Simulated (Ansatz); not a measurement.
A self-consistent single point of MgAl₂Ge₂ (P3m1, 5 atoms in the cell) with Ansatz (a first-principles code).

Method of the run: PBEsol, default PAW files made with PBE (plane waves; Ansatz).

The change in words: lattice scaled by 0.98; kpoints.mp_grid.grid: 9 9 5 → 7 7 4. Reference geometry:
```yaml
crystal:
  lattice:
    - [4.10584, 0.00000, 0.00000]
    - [-2.05292, 3.55576, 0.00000]
    - [0.00000, 0.00000, 6.77438]
  atoms:
    - { symbol: Mg, position: [0.00000, 0.00000, 0.00738] }
    - { symbol: Al, position: [0.66667, 0.33333, 0.36759] }
    - { symbol: Al, position: [0.33333, 0.66667, 0.63241] }
    - { symbol: Ge, position: [0.66667, 0.33333, 0.75695] }
    - { symbol: Ge, position: [0.33333, 0.66667, 0.24305] }
```

Reference input (self-consistent single point, DFT, PBEsol, plane waves, default PAW files made with PBE): basis.ecutwfc = 30.9 Ry; kpoints.mp_grid.grid = 9 9 5; hamiltonian.xc = pbesol; hamiltonian.pseudopotentials = {kind: paw} (the program's default PAW files); scf.occupations.method = fermi_dirac; scf.occupations.width = 0.0073 Ry. This run's input differs from it in these lines:

Ansatz 0.2 input:
```diff
@@ -2,5 +2,5 @@
   lattice:
-    - [4.105841, 0.000000, 0.000000]
-    - [-2.052920, 3.555762, 0.000000]
-    - [0.000000, 0.000000, 6.774382]
+    - [4.023724, 0.000000, 0.000000]
+    - [-2.011862, 3.484647, 0.000000]
+    - [0.000000, 0.000000, 6.638894]
   atoms:
@@ -15,3 +15,3 @@
   mp_grid:
-    grid: [9, 9, 5]
+    grid: [7, 7, 4]
 hamiltonian:
```

Output, abridged:

```
SCF iter   1: F=—  HF=-11468.574479 eV  |F-HF|=—  |Δ(HF+E_count)|=         —  Δρ=2.44e-3  dr2=4.86e-3  ethr=1.77e-3  ⟨swp⟩=6.2  Hψ=3359  notcnv=0
all-band conjugate gradients solve this SCF's bands
preconditioner: auto → Kerker (q_TF=auto, 2.408 Å⁻¹)
SCF iter   2: F=—  HF=-11468.571601 eV  |F-HF|=—  |Δ(HF+E_count)|=   2.88e-3  Δρ=1.49e-3  dr2=2.28e-3  ethr=1.10e-5  ⟨swp⟩=2.0  Hψ=1298  notcnv=0
   [... lines left out ...]
SCF iter   5: F=—  HF=-11468.571120 eV  |F-HF|=—  |Δ(HF+E_count)|=   3.10e-5  Δρ=6.20e-5  dr2=8.28e-6  ethr=1.26e-7  ⟨swp⟩=2.0  Hψ=1108  notcnv=0
SCF iter   6: F=—  HF=-11468.571119 eV  |F-HF|=—  |Δ(HF+E_count)|=   1.16e-6  Δρ=3.58e-5  dr2=1.69e-6  ethr=1.88e-8  ⟨swp⟩=2.0  Hψ=1340  notcnv=0
SCF iter   7: F=—  HF=-11468.571119 eV  |F-HF|=—  |Δ(HF+E_count)|=   3.59e-7  Δρ=1.30e-5  dr2=3.01e-7  ethr=3.84e-9  ⟨swp⟩=2.0  Hψ=1372  notcnv=0
SCF iter   8: F=-11468.571119 eV  HF=-11468.571119 eV  |F-HF|=8.63e-8  |Δ(HF+E_count)|=   5.36e-8  Δρ=8.14e-6  dr2=6.92e-8  ethr=2.27e-10  ⟨swp⟩=4.4  Hψ=2741  notcnv=0
SCF 1 converged in 8 iterations: F = -11468.571119 eV  dr2 = 6.92e-8
Free energy (F): -11468.571119 eV
Internal energy: -11468.538828 eV  (E = F + TS)
E sigma→0 (E₀):  -11468.554973 eV
Entropy (-TS):   -0.032291 eV (-6.458 meV/atom)
Fermi energy:    8.588378 eV
--- Forces (eV/Å), atoms counted from 1 ---
  atom   1  Mg    -0.00000000     0.00000000    -0.18485128
  atom   2  Al     0.00000000     0.00000000     0.09279917
  atom   3  Al     0.00000000    -0.00000000     0.04188331
  atom   4  Ge     0.00000000     0.00000000     0.46349472
  atom   5  Ge    -0.00000000    -0.00000000    -0.41332631
--- Stress (GPa, compression-positive) ---
        4.664320       0.000000       0.000000
        0.000000       4.664320      -0.000000
        0.000000      -0.000000       3.160369
  P = ⅓ Tr σ = 4.1630 GPa (41.630 kbar)
  The stress holds the Pulay correction. Without it, at fixed plane waves, as pw.x and ABINIT print it: P = 4.1338 GPa
```

The run converged in 8 iterations. Against the reference run the free energy goes up by 13.9 meV/atom, the pressure goes from -0.36 to 4.16 GPa and the largest force goes from 0.203 to 0.463 eV/Å.

The starting cell comes from a database of computed structures (which also holds hypothetical and non-ambient phases and stackings), without a prior relaxation at this level. Its lattice was rescaled by up to half a per cent. One atom was moved a little off its site on purpose. For this run, on top of that: lattice scaled by 0.98. With a pressure of about 4 GPa the cell is away from its equilibrium volume at this level. Ansatz's pressure includes its estimate of the finite-basis (Pulay) stress.
